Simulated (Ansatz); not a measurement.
For Hf3Si2 (P4/mbm, No. 127; structure not from a measured cell), PBEsol (Ansatz, an electronic-structure program, plane waves, PAW) gives:

```
Property                          Value
------------------------------  -------
equilibrium lattice constant a  6.975 Å
c axis length                   3.611 Å
```

Question: What does r²SCAN (Ansatz, plane waves, PAW) give for the same quantities?

Answer: 
- lattice constant a: 7.000 Å (rises by 0.4 %)
- lattice parameter c: 3.661 Å (rises by 1.4 %)

Changes are worked out from the printed values.

Unless a cell is named, each level is at its own relaxed cell (PBEsol 17.57, r²SCAN 17.94 Å³/atom).

Levels without +SOC leave out spin–orbit coupling, which shifts energies and cells of such heavy elements.

Caveats: the relaxation could not lower the start's symmetry, so the cell can be a saddle point above a distorted one (PBEsol, r²SCAN). Ansatz's density-functional and Hartree–Fock values are scalar-relativistic unless marked +SOC, with PAW data made under PBE.
